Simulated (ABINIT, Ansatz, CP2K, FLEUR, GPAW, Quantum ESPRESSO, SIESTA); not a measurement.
## One structure in several programs: NaMgF3 (Pm-3m, 5 atoms in the cell)

Self-consistent single point.

```
CELL_PARAMETERS angstrom
      4.01998     0.00000     0.00000
      0.00000     4.01998     0.00000
      0.00000     0.00000     4.01998
ATOMIC_POSITIONS crystal
  Na 0.00000 0.00000 0.00000
  Mg 0.50000 0.50000 0.50000
  F  0.50000 0.50000 0.00000
  F  0.00000 0.50000 0.50000
  F  0.50000 0.00000 0.50000
```

Shared settings, as Ansatz (a quantum-chemistry and plane-wave program) writes them: kpoints.mp_grid.grid = 8 8 8; scf.occupations.method = fixed. Potentials and cutoffs stand in the table.

| code | model | pressure (GPa) | gap on the mesh (eV) | cutoff |
|---|---|---|---|---|
| FLEUR | LDA (Perdew-Zunger), all-electron FLAPW (FLEUR), scalar-relativistic valence | – | 5.496 | Kmax 4.3 1/bohr |
| ABINIT | LDA (PW92), norm-conserving pseudopotentials (PseudoDojo nc-sr-04 LDA standard) | -9.06 | 5.422 | 88 Ry |
| Ansatz | LDA (PW92), default PAW files made with PBE | -9.78 | 5.408 | 30.9 Ry |
| Quantum ESPRESSO | LDA (PZ), GBRV 1.5 ultrasoft (LDA) pseudopotentials | -9.25 | 5.385 | 40 Ry |
| GPAW | LDA (Perdew-Wang 92), GPAW PAW datasets LDA (gpaw-data 1.0.1) | – | 5.393 | 900 eV |
| SIESTA | LDA PW92, numerical atomic orbitals DZP, PseudoDojo LDA standard norm-conserving potentials (rewritten from UPF to PSML) | -9.25 | 5.265 | grid 400 Ry |
| CP2K | LDA (Pade form), GPW, DZVP-MOLOPT-SR-GTH basis, GTH-PADE potentials (GTH_POTENTIALS) | -7.79 | 5.378 | grid 1000 Ry |

A dash marks a value that a program does not give, or that is left out as unsure.

Gaps are read on the mesh.

The spread over the programs that give each value: pressure within 1.99 GPa; gap on the mesh within 0.231 eV.

SIESTA and CP2K use small atom-centred bases, whose incompleteness enters pressures, forces and empty levels differently from a plane-wave cutoff. FLEUR treats all electrons, but the usual bases taken here (sphere radii, linearisation, local orbitals, empty states) were not tested for convergence, so the values are no reference for the others. Ansatz's pressure is given at a fixed set of plane waves, as the other plane-wave codes print theirs; with its correction for the finite basis it is -9.04 GPa (the shift of 0.74 GPa shows how far the cutoff is from converged). The pressure of GPAW is left out: its cutoff lies under the one at which its stress was checked. The same LDA comes in different parametrisations, which differ slightly. In the pressure, CP2K (by 1.47) lies more than 1 GPa from the median of the plane-wave programs. In the gap, SIESTA (by 0.135) lies more than 0.12 eV from the median of the plane-wave programs.

The starting cell comes from a database of computed structures (which also holds hypothetical and non-ambient phases and stackings), without a prior relaxation at this level. Its lattice was rescaled by a random factor within 2.5 % of one.

Left out of this page: Elk (unsound by tests on forces, stress, charge or solver warnings).

Keys are those of Ansatz 0.2.
